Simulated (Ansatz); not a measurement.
Take MgS in the rock salt structure (space group Fm-3m, No. 225) as the base.

```
MgS
1.0
    0.00000     2.56462     2.56462
    2.56462     0.00000     2.56462
    2.56462     2.56462     0.00000
Mg S
1 1
Direct
  0.00000   0.00000   0.00000
  0.50000   0.50000   0.50000
```

Method: LDA (Ansatz, a quantum-chemistry and plane-wave program), without spin-orbit coupling.

Base values:

The band gap comes out as 2.65 eV. The electron mass comes out as 0.53 mₑ along k, 0.28 mₑ across (at X), the width of the top valence band is 2.54 eV and the hole mass is 0.25, 0.89, 0.89 mₑ (at Γ).

Perturbation: an isotropic linear strain of −2.50 %, atoms relaxed at fixed cell.

Task: Predict the new band gap.

Result: The band gap increases by 0.15 eV to 2.80 eV.

Task: Predict the new electron mass.

Result: The electron mass goes from 0.53 mₑ along k, 0.28 mₑ across (at X) to 0.54 mₑ along k, 0.29 mₑ across (at X).

Task: Estimate the effect on the width of the top valence band.

Result: The width of the top valence band increases by 0.23 eV (2.54 eV → 2.77 eV).

Task: Predict the new hole mass.

Result: The hole mass (degenerate bands, along [100]) becomes 0.26, 0.82, 0.82 mₑ (at Γ) (base: 0.25, 0.89, 0.89 mₑ (at Γ)).

Effective masses come from finite differences of ±0.01 Å⁻¹. Along k means along the line from Γ to the band edge. No phonon test of stability was made.
